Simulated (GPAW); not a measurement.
Worked example: self-consistent single point of BaCdSbF (P4/nmm, 8 atoms in the cell) in GPAW.

Computed with LDA (Perdew-Wang 92), GPAW PAW datasets LDA (gpaw-data 1.0.1) (plane waves; GPAW).

```
CELL_PARAMETERS angstrom
      4.63263     0.00000     0.00000
      0.00000     4.63263     0.00000
      0.00000     0.00000     9.80636
ATOMIC_POSITIONS crystal
  Ba 0.00000 0.50000 0.64049
  Ba 0.50000 0.00000 0.35951
  Cd 0.50000 0.50000 0.00000
  Cd 0.00000 0.00000 0.00000
  Sb 0.00000 0.50000 0.18461
  Sb 0.50000 0.00000 0.81539
  F  0.50000 0.50000 0.50000
  F  0.00000 0.00000 0.50000
```

Reference input (self-consistent single point, DFT PBEsol, plane waves, GPAW PAW datasets PBEsol (made by gpaw-setup)): mode = pw; ecut = 900 eV; xc = PBEsol; kpts = 3 3 2; mesh shift (steps) = 0 0 0; occupations.name = fermi-dirac; occupations.width = 0.01 eV; nbands = -8; convergence.forces = 0.001 eV/Å; convergence.bands = -6; symmetry.symmorphic = false; symmetry.tolerance = 0.0005. This run's input differs from it in these lines:

```diff
@@ -19,3 +19,3 @@
 calc = GPAW(mode={'name': 'pw', 'ecut': 900},
-            xc='PBEsol',
+            xc='LDA',
             kpts={'size': (3, 3, 2), 'gamma': True},
```

Its files differ too (potentials: GPAW PAW datasets LDA (gpaw-data 1.0.1)).

Log, with long lists cut:

```
     iter     time        total  log10-change:
                         energy   eigst   dens  force
iter:   1 --:--:--   -39.279494   +0.63
iter:   2 --:--:--   -38.705379   -0.09  -1.27
iter:   3 --:--:--   -37.142555   -0.34  -1.33
iter:   4 --:--:--   -37.187711   -0.80  -1.50
iter:   5 --:--:--   -37.637395   -0.68  -1.58
iter:   6 --:--:--   -37.254408   -1.88  -1.67
iter:   7 --:--:--   -37.006030   -1.07  -1.83
iter:   8 --:--:--   -36.983733   -2.12  -2.17
iter:   9 --:--:--   -36.983994c  -3.19  -2.73
iter:  10 --:--:--   -36.992938c  -2.90  -2.73
iter:  11 --:--:--   -36.989699c  -2.06  -2.58
   [... lines left out ...]
iter:  20 --:--:--   -36.981404c  -6.50  -4.25c
iter:  21 --:--:--   -36.981401c  -6.46  -4.22c
iter:  22 --:--:--   -36.981400c  -7.09  -4.45c
iter:  23 --:--:--   -36.981400c  -7.37  -4.52c
iter:  24 --:--:--   -36.981403c  -6.48  -4.56c
iter:  25 --:--:--   -36.981402c  -6.43  -4.62c
iter:  26 --:--:--   -36.981402c  -7.73c -5.06c
iter:  27 --:--:--   -36.981402c  -7.57c -5.07c -2.81
iter:  28 --:--:--   -36.981402c  -7.38  -5.06c
iter:  29 --:--:--   -36.981402c  -8.37c -5.12c -2.78
iter:  30 --:--:--   -36.981402c  -7.56c -5.29c -2.89
iter:  31 --:--:--   -36.981402c  -7.13  -5.13c
iter:  32 --:--:--   -36.981402c  -7.63c -5.16c -3.23c
Converged after 32 iterations.

Dipole moment: (-0.000000, -0.000000, -0.000000) |e|*Ang

Energy contributions relative to reference atoms: (reference = -1103950.270605)

Kinetic:        +16.512994
Potential:      -13.841693
External:        +0.000000
XC:             -40.171783
Entropy (-ST):   -0.000274
Local:           +0.519216
SIC:             +0.000000
--------------------------
Free energy:    -36.981539
Extrapolated:   -36.981402

Showing only first 2 kpts
 Kpt  Band  Eigenvalues  Occupancy
  0    42      6.46034    1.98213
  0    43      6.46034    1.98213
  0    44      6.54496    0.04580
  0    45      7.59439    0.00000

  1    42      6.44762    1.99496
  1    43      6.44762    1.99496
  1    44      6.62624    0.00001
  1    45      7.90109    0.00000

Fermi level: 6.50743

Gap: 0.085 eV
Transition (v -> c):
   [... lines left out ...]
  2 Cd   -0.00000    0.00000    0.00000
  3 Cd    0.00000    0.00000    0.00000
  4 Sb   -0.00000    0.00000   -0.06740
  5 Sb   -0.00000    0.00000    0.06740
  6 F     0.00000    0.00000    0.00000
  7 F     0.00000    0.00000    0.00000

Stress tensor:
     0.027024     0.000000     0.000000
     0.000000     0.027024     0.000000
     0.000000     0.000000     0.025336
Stress (GPa, Voigt): [4.3297 4.3297 4.0593 0.     0.     0.    ]
```

The run converged in 32 iterations. GPAW prints stress with tension positive. Against the reference run the largest force goes from 0.067 to 0.125 eV/Å and the gap on the mesh goes from 0.171 to 0.085 eV.

At such cutoffs GPAW's stress carries a finite-basis (Pulay) error, which enters relaxed cells too; its log prints stress with tension positive.

The starting cell comes from a database of computed structures (which also holds hypothetical and non-ambient phases and stackings), without a prior relaxation at this level. Spin-orbit coupling is off.

Cost on one core of a shared machine: roughly 3 min.
